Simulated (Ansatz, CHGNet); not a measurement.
**How well does each level of theory give the enthalpy of formation of L1₀ (CuAu-type) TiAl?**

Reference value: -0.38 eV/atom (measured, temperature not stated, no zero-point or thermal correction; as tabulated in Zope and Mishin (2003), arXiv:cond-mat/0306298).

```tsv
level (code)	value (eV/atom)	difference (eV/atom)
CHGNet 0.3.0	-0.460	-0.080
LDA (Ansatz)	-0.423	-0.043
PBE (Ansatz)	-0.406	-0.026
PBEsol (Ansatz)	-0.411	-0.031
PBE-D3(BJ) (Ansatz)	-0.418	-0.038
PBEsol-D3(BJ) (Ansatz)	-0.419	-0.039
r²SCAN (Ansatz)	-0.453	-0.073
B3LYP (VWN-RPA form) (Ansatz)	-0.470	-0.090
r²SCANh (Ansatz)	-0.474	-0.094
```

Once the reference is moved by up to 0.050 eV/atom (a margin picked here for doubts on the reference and the settings, and for temperature and zero-point motion) and values within 0.010 eV/atom count as equal, the nearest can be PBE (-0.026 eV/atom), PBEsol (-0.031 eV/atom), PBE-D3(BJ) (-0.038 eV/atom), PBEsol-D3(BJ) (-0.039 eV/atom) or LDA (-0.043 eV/atom). By the same margin the farthest can be r²SCANh (-0.094 eV/atom) or B3LYP (VWN-RPA form) (-0.090 eV/atom).

The measured value isn't corrected to a static lattice, so vibrations enter the comparison.  B3LYP (VWN-RPA form), r²SCANh: the run has no spin polarisation, so it can have missed a magnetic state. Each level is taken at its own relaxed cell. Cutoffs and k meshes differ between the levels. Ansatz's density-functional and Hartree–Fock values are scalar-relativistic unless marked +SOC, with PAW data made under PBE.

Machine-learned potentials (CHGNet 0.3.0) are trained on DFT data: a solid inside that data is no test of them.

Differences are worked out from the printed values.

Ansatz is a first-principles code.
